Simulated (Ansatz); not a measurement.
# TaC: pressure series

Take TaC in the rock salt structure (space group Fm-3m, No. 225; a = 4.476 Å) as the base.

Cell and atoms are relaxed at each pressure.

Level of theory: Ansatz (a first-principles code), PBE, PAW, cutoff 420 eV, no spin-orbit coupling, earlier PAW set.

| P (GPa) | V (Å³/atom) |
|---|---|
| -2.00 | 11.279 |
| -1.00 | 11.243 |
| 0.89 | 11.178 |
| 2.09 | 11.137 |
| 4.50 | 11.058 |
| 8.98 | 10.918 |
| 15.00 | 10.744 |
| 22.50 | 10.545 |
| 30.00 | 10.362 |

A third-order Birch–Murnaghan fit to these points gives V₀ = 11.21 Å³/atom, B₀ = 324 GPa and B₀′ = 4.2. At pressure 30 GPa the volume is 92.5 % of V₀.

Load acts through the strain it causes; cell and atoms are relaxed under it. No phonon test of stability was made. No other phases were tried under pressure. The final runs are not spin-polarised. An odd electron count without spin: TaC.
